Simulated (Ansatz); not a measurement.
The structure below was relaxed with PBE/PAW in Ansatz (a program for electronic structure), spin-orbit coupling left out, at pressure −2 GPa.

Space group P6₃mc (No. 186); a = 4.7139 Å, b = 4.7139 Å, c = 7.6737 Å, α = 90.00°, β = 90.00°, γ = 120.00°

```tsv
atom	site	symmetry	x	y	z
Mg	2b	3m.	0.6667	0.3333	0.0008
Te	2b	3m.	0.3333	0.6667	0.1244
```

**Question.** Write out a cell with all atoms.

**Answer.** 
```cif
data_Mg2Te2
_chemical_formula_sum 'Mg2 Te2'
_space_group_name_H-M_alt 'P 1'
_space_group_IT_number 1
_cell_length_a 4.71392
_cell_length_b 4.71392
_cell_length_c 7.67374
_cell_angle_alpha 90.000
_cell_angle_beta 90.000
_cell_angle_gamma 120.000
loop_
_space_group_symop_operation_xyz
  'x, y, z'
loop_
_atom_site_label
_atom_site_type_symbol
_atom_site_fract_x
_atom_site_fract_y
_atom_site_fract_z
_atom_site_occupancy
Mg1 Mg 0.66667 0.33333 0.00080 1
Mg2 Mg 0.33333 0.66667 0.50080 1
Te1 Te 0.66667 0.33333 0.62440 1
Te2 Te 0.33333 0.66667 0.12440 1
```
This is the conventional cell.

Load acts through the strain it causes; cell and atoms are relaxed under it. No phonon test of stability was made. The cell was made from MgTe in the wurtzite structure (space group P6_3mc, No. 186) by this change: pressure −2 GPa.
